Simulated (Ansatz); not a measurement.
Structures of equal composition on the (110) surface of bcc Nb: a layer of Ru in place of the second plane; a layer of Ru in place of the third plane. The slabs share one bottom face, and each structure is named by its start. These are constructed structures in small cells; real faces may alloy, dewet or reconstruct in larger ones, and not all known structures of the face are among them. Slabs of about 11 Å with all that they carry, Fermi-Dirac smearing of 0.1 eV. Bottom of the slabs: a bare face, its two planes held. Relaxed from the named starts with such symmetry as they have, on meshes of like density; energies extrapolated to zero smearing; no spin-orbit coupling, no U. Spin-polarised runs, if any, are marked in brackets, and their order is one that fits the cell; the others ran without spin.

Calculation: PBE (plane waves to 420 eV, PAW; Ansatz, an electronic-structure program).

Put the candidates in order of energy per 1x1 cell, lowest first, for PBE.

a layer of Ru in place of the third plane (0.000 eV), a layer of Ru in place of the second plane (0.213 eV)
